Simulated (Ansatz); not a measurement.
Inside the gap of an insulator the Bloch states are evanescent, with a wavenumber k + iκ along the transport direction.

```
CdTe
1.0
    4.54878     0.00000     0.00000
    0.00000     4.54878     0.00000
    2.27439     2.27439     3.21647
Cd Te
1 1
Direct
  0.00000   0.00000   0.00000
  0.75000   0.25000   0.50000
```

Space group of this cell: F-43m, zinc blende. The cell is strained (all lengths scaled by 0.98); by r2SCAN its mean pressure is 2.7 GPa.

Transport runs along the normal of the first two printed cell vectors, the (001) plane of the conventional cell.

The gap is the functional's own. No spin-orbit coupling. Mid-gap values are interpolated on the energy grid.

### Question
Estimate the band gap and the smallest decay constant κ at mid-gap that r2SCAN run with Ansatz (a quantum-chemistry and plane-wave program) returns for this system.

### Answer
Gap 1.35 eV on a 10×10×10 mesh; κ = 0.093 1/Å, at the zone centre.
